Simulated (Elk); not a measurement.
Band structure of YbAl2Pd (Cmcm, 8 atoms in the cell).

```xyz
8
Lattice="2.1427 -4.9815 0.0000 2.1427 4.9815 0.0000 0.0000 0.0000 7.2700" Properties=species:S:1:pos:R:3 pbc="T T T"
Yb     2.1427    -0.6329     5.4525
Yb     2.1427     0.6329     1.8175
Al     2.1427    -3.4707     6.8661
Al     2.1427     3.4707     0.4039
Al     2.1427     3.4707     3.2311
Al     2.1427    -3.4707     4.0389
Pd     2.1427     2.1522     5.4525
Pd     2.1427    -2.1522     1.8175
```

Computed with PBEsol, all-electron FP-LAPW, Elk's shipped species files, default APW+lo basis run with Elk 10.2.4.

Settings: xctype = 22; stype = 0; swidth = 0.00367493 Ha; ngridk = 5 5 3; rmtscf = 0.92; maxscl = 100.

The starting cell comes from a database of computed structures (which also holds hypothetical and non-ambient phases and stackings), without a prior relaxation at this level. Spin-orbit coupling is off. Spin polarisation is off. Values depend on the basis (sphere radii, cutoffs, local orbitals), which need not be converged.

Levels in eV from the Fermi level, bands 57 to 64:
```csv
point,57,58,59,60,61,62,63,64
Γ,-0.24,-0.22,-0.02,0.53,0.95,0.99,1.06,1.25
X,-0.28,-0.27,-0.26,-0.24,-0.23,0.47,1.62,2.09
S,-0.28,-0.27,-0.27,-0.23,-0.23,0.65,1.48,1.69
R,-0.25,-0.25,-0.24,-0.24,-0.15,-0.15,1.72,1.72
A,-0.26,-0.26,-0.22,-0.22,0.61,0.61,1.66,1.66
Z,-0.24,-0.24,-0.17,-0.17,-0.16,-0.16,1.78,1.78
Y,-0.26,-0.26,-0.08,0.99,1.20,1.83,2.50,2.67
X1,-0.28,-0.27,-0.26,-0.24,-0.23,0.47,1.62,2.09
A1,-0.26,-0.26,-0.22,-0.22,0.61,0.61,1.66,1.66
T,-0.24,-0.24,0.33,0.33,0.63,0.63,1.75,1.75
```

Bands cross the Fermi level along this path, so the cell is metallic at this level.
